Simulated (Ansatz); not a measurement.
# TiP: P → B

Consider TiP (space group P6_3/mmc, No. 194; a = 3.4548 Å, c = 11.6048 Å).

Perturbation: full substitution P → B, then cell and atoms are relaxed.

Computed with DFT with PBEsol, PAW potentials and a 420 eV plane-wave cutoff in Ansatz (an electronic-structure program), no spin-orbit coupling. Settings: 17×17×4 k-points, 0.05 eV Fermi–Dirac smearing, for the changed cell.

```csv
quantity,base,changed,shift
volume per atom,14.99 Å³,11.75 Å³,-3.24 Å³
lattice parameter a,3.455 Å,3.076 Å,-0.379 Å
c/a ratio,3.359,3.729,+0.370
space group,P6_3/mmc (No. 194),P6_3/mmc (No. 194),–
shortest interatomic distance,2.408 Å,2.218 Å,-0.190 Å
band gap,zero,zero,–
```

Stability against distortions was not tested. As relaxed here, TiB is a hypothetical phase, not in the database extracts checked. The final runs are not spin-polarised. TiB has a high density of states at the Fermi level and may be magnetic at this level.
